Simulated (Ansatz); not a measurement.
The reference is BeS in the zinc blende structure (space group F-43m, No. 216; a = 4.838 Å). Axes: x, y, z lie along the cube axes.

The change: a pure shear with ε_xz = ε_zx = 0.0057; the atoms relax in the strained cell.

Levels (all Ansatz, a program for electronic structure, PAW): PBEsol (420 eV, scalar-relativistic without spin-orbit coupling); PBEsol+SOC (420 eV, spin-orbit coupling included).

The geometry is relaxed with PBEsol.

* **PBEsol smallest direct gap**: 5.45 eV
* **PBEsol band gap**: 2.86 eV
* **PBEsol valence-band top at Γ**: 0.00, -0.05, -0.09 eV

With PBEsol+SOC at the same geometry, the smallest direct gap drops by 0.015 eV to 5.43 eV; the band gap shrinks by 0.02 eV, from 2.86 eV to 2.84 eV; the valence-band top at Γ (three highest Kramers pairs, from the VBM) goes from 0.00, -0.05, -0.09 eV to 0.00, -0.05, -0.14 eV.

Single points use the geometry relaxed with PBEsol. Differences between runs with and without spin-orbit coupling are approximate. Stability against distortions was not tested.
